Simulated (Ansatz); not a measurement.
The starting structures come from a database of crystals and need not be the phases stable at ambient conditions.

 Where the default PAW files enter, the runs use the earlier of Ansatz's two default sets.

By PBEsol, the system below comes out a metal.

Here is the system:

```
NiGe
1.0
    3.45092     0.00000     0.00000
    0.00000     5.32965     0.00000
    0.00000     0.00000     5.94385
Ni Ge
4 4
Direct
  0.75000   0.50554   0.69073
  0.25000   0.49446   0.30927
  0.25000   0.99446   0.19073
  0.75000   0.00554   0.80927
  0.75000   0.68966   0.08698
  0.25000   0.31034   0.91302
  0.25000   0.81034   0.58698
  0.75000   0.18966   0.41302
```

Space group of this cell: Pnma. The cell is strained (lengths along the current scaled by 1.03, ions clamped); by PBEsol its mean pressure is -5.8 GPa.

The current flows along the normal of the first two printed cell vectors. No spin-orbit coupling; the value is a mean over 0.1 eV about the Fermi level.

Give the ballistic conductance per area that PBEsol in Ansatz (a quantum-chemistry and plane-wave program) yields.

0.46 × 10¹⁵ S/m² for both spins.
